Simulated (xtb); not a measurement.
xtb 6.7.1, GFN2-xTB: C(=C\c1cc2cc3sccc3cc2s1)/c1ccc2c(c1)sc1ccccc12, 41 atoms. The geometry is a generated start, not checked to be a minimum at this level.

| Property | Result |
|---|---|
| run flags | --grad |
| method | GFN2-xTB |
| --acc | 1 (default) |
| --etemp (K) | 300 (default) |
| basis functions | 140 |
| valence electrons | 128 |

One run each on 1 thread. Values of broydamp tried: 0.02, 0.05, 0.1, 0.2, 0.4 (default), 0.6, 0.8, 1.

How does the count of SCC iterations change with broydamp, and where is it least?

Fewest SCC iterations, within one of each other: 0.2 with 13, 0.4 (default) with 13, 0.6 with 13, 0.8 with 14, 1 with 14. The count rises to 20 at 0.02. All converge to one solution.

```
broydamp       SCC iterations            end
-------------  --------------  -------------
0.02                       20  same solution
0.05                       18  same solution
0.1                        15  same solution
0.2                        13  same solution
0.4 (default)              13  same solution
0.6                        13  same solution
0.8                        14  same solution
1                          14  same solution
```
